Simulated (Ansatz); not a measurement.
# MgO: response to strain

Base system: MgO in the rock salt structure (space group Fm-3m, No. 225).

```
MgO
1.0
    0.00000     2.10705     2.10705
    2.10705     0.00000     2.10705
    2.10705     2.10705     0.00000
Mg O
1 1
Direct
  0.00000   0.00000   0.00000
  0.50000   0.50000   0.50000
```

Strains are applied to the cell and any free atomic positions relax.

Method: Ansatz (a program for electronic structure) PBEsol, scalar-relativistic without spin-orbit coupling.

Candidates:
(a) isotropic strain +1.00 %
(b) isotropic strain −1.50 %
(c) isotropic strain −2.50 %
(d) isotropic strain +0.50 %

Base values:

| Quantity | Result |
|---|---|
| Band gap | 4.62 eV |

Problem. Order them by band gap, lowest first.

Solution. (a) isotropic strain +1.00 % (4.34 eV), (d) isotropic strain +0.50 % (4.48 eV), (b) isotropic strain −1.50 % (5.07 eV), (c) isotropic strain −2.50 % (5.38 eV)

Stability against distortions was not tested.
